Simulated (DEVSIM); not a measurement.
System: Mo/SiO2/p-GaSb capacitor, at 300 K.

```tsv
layer (left to right)	material	thickness (nm)	Na (cm⁻³)
1	SiO2	1.20	-
2	GaSb	9100	4.3e15
```

Metal gate on the left, work function 4.6 eV. Fixed charge at the semiconductor interface -3.2e10 cm⁻² (in units of +e); interface traps 1e10 cm⁻² eV⁻¹, uniform in energy, neutral level at 0.5 of the gap above the valence band.

Constants are typed, rounded textbook-type inputs, not results; the design itself was drawn at random and stands for no fabricated device. Values at 300 K.

```tsv
parameter	SiO2	GaSb
gap (eV)	9	0.726
affinity (eV)	0.9	4.06
permittivity	3.9	15.7
Nc (cm⁻³)	-	2.1e17
Nv (cm⁻³)	-	1.8e19
```

DEVSIM, 1D Poisson equation in equilibrium, Boltzmann statistics, complete ionisation; no quantum confinement or tunnelling. Metal contacts follow the ideal Schottky-Mott rule: no Fermi-level pinning, no interface dipoles.

**Question.** Tabulate band edges, carrier densities and field at 0.25 V on the gate.

**Answer.** Energies count from the Fermi level of the right contact; mesh points crowd at the junctions.

```csv
x (μm),Ec (eV),Ev (eV),n (cm⁻³),p (cm⁻³),field (V/cm)
0.000,3.450,-5.550,< 1e2,< 1e2,70000
0.0006407,3.454,-5.545,< 1e2,< 1e2,70000
0.001368,0.299,-0.427,2.0e12,1.2e12,14000
0.002937,0.301,-0.425,1.9e12,1.3e12,14000
0.008325,0.308,-0.418,1.4e12,1.7e12,13000
0.01810,0.321,-0.405,8.6e11,2.8e12,13000
0.03943,0.347,-0.379,3.2e11,7.6e12,12000
0.1127,0.419,-0.307,1.9e10,1.3e14,8100
0.2457,0.488,-0.238,1.3e9,1.8e15,2700
0.5540,0.510,-0.216,5.7e8,4.2e15,50
1.208,0.510,-0.216,5.6e8,4.3e15,≈ 0
3.454,0.510,-0.216,5.6e8,4.3e15,≈ 0
6.271,0.510,-0.216,5.6e8,4.3e15,≈ 0
7.804,0.510,-0.216,5.6e8,4.3e15,≈ 0
8.648,0.510,-0.216,5.6e8,4.3e15,≈ 0
8.894,0.510,-0.216,5.6e8,4.3e15,≈ 0
9.007,0.510,-0.216,5.6e8,4.3e15,≈ 0
9.059,0.510,-0.216,5.6e8,4.3e15,≈ 0
9.087,0.510,-0.216,5.6e8,4.3e15,≈ 0
9.095,0.510,-0.216,5.6e8,4.3e15,≈ 0
9.099,0.510,-0.216,5.6e8,4.3e15,≈ 0
9.101,0.510,-0.216,5.6e8,4.3e15,≈ 0
```
